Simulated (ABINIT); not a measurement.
## Pressure against volume in wurtzite CdSe (space group 186) (ABINIT, PBE)

```
CELL_PARAMETERS angstrom
      4.22354     0.00000     0.00000
     -2.11177     3.65769     0.00000
      0.00000     0.00000     6.88535
ATOMIC_POSITIONS crystal
  Cd 0.33333 0.66667 0.00000
  Cd 0.66667 0.33333 0.50000
  Se 0.33333 0.66667 0.37600
  Se 0.66667 0.33333 0.87600
```

Method of the run: PBE, norm-conserving pseudopotentials (PseudoDojo nc-sr-05 PBE standard) (plane waves; ABINIT). Settings: pseudos = [Cd.upf, Se.upf]; ecut = 132 Ry; occopt = 3; tsmear = 0.01 eV; ngkpt = 7 7 3; nshiftk = 1; shiftk = 0 0 0; potentials = PseudoDojo nc-sr-05 PBE standard; nband = 46; kptopt = 1; nstep = 80; toldfe = 1e-09 Ha. The cell above is the first row's. The rows scale it uniformly. In all rows fractional positions and the k mesh are held.

```
V (Å^3/atom)  P (GPa)
------------  -------
26.5920             ?
27.1701          5.06
27.7481          3.71
28.3262          2.50
28.9043          1.42
29.4824          0.45
30.0605         -0.42
30.6386         -1.19
31.2167         -1.89
```

Taking a cubic for P over the 8 complete rows: With u = V - 29.2, the rows have u = -2.0299, -1.4519, -0.8738, -0.2957, 0.2824, 0.8605, 1.4386, 2.0167. Least squares gives P = 0.909 - 1.6722·u + 0.1623·u² - 0.01048·u³. Residuals (row less fit): 0.000, -0.001, -0.001, 0.002, 0.001, -0.004, 0.002, -0.001; standard error 0.002 (degrees of freedom: 4). The fitted pressure is zero at V0 = 29.77, where dP/dV = -1.496, so B0 = -V0·dP/dV = 44.5 GPa.

Problem. What does the fit predict for P at V = 26.5920, and how far is the calculated value from it?

Solution. u = -2.6080, so P = 0.909 - 1.6722 × (-2.6080) + 0.1623 × (-2.6080)² - 0.01048 × (-2.6080)³ = 6.560 GPa. The calculation gives 6.57 GPa, 0.010 GPa above the prediction (0.1 % of the range of P in the table). The row lies outside the fitted rows, so this is an extrapolation. From the scatter of the fitted rows alone, a prediction at this place has a standard error of 0.007 GPa, so the miss is 1.5 times that.

Carrying the step between the two nearest rows on in a straight line would have given 6.41, off by 0.16; series whose last step already gives the withheld value aren't shown. The scan was laid around a cell of about the measured size, scaled by a guess for this functional; axis ratios and inner coordinates come from that cell. The runs keep the symmetry of the cell, so they don't test it for distortions. The shape of the cell and the inner coordinates aren't relaxed, so V0 and B0 belong to this uniform scaling; a relaxed crystal lies no higher in energy and is usually softer. Cutoffs and mesh are single choices, not tested for convergence of this quantity. Series with a scatter that would blur these digits, or in which a gap closes, are not shown.
